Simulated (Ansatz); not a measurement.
Base system: Si in the diamond structure (space group Fd-3m, No. 227; a = 5.4338 Å).

Level of theory: PBEsol (Ansatz, a quantum-chemistry and plane-wave program, PAW, no spin-orbit coupling).

One change was made to it. Results:

The lattice parameter a falls by 1.880 Å, from 5.434 Å to 3.554 Å; the band gap goes up by 3.569 eV (0.47 eV → 4.03 eV).

**Question.** What was done to the base?
A) Si → Re
B) Si → C
C) Si → Mo

**Answer.** B, Si → C. For comparison, the band gap in the other runs: Si → Re gives zero; Si → Mo gives zero.

No phonon test of stability was made. As relaxed here, Re and Mo are hypothetical phases, not in the database extracts checked. The final runs are not spin-polarised.
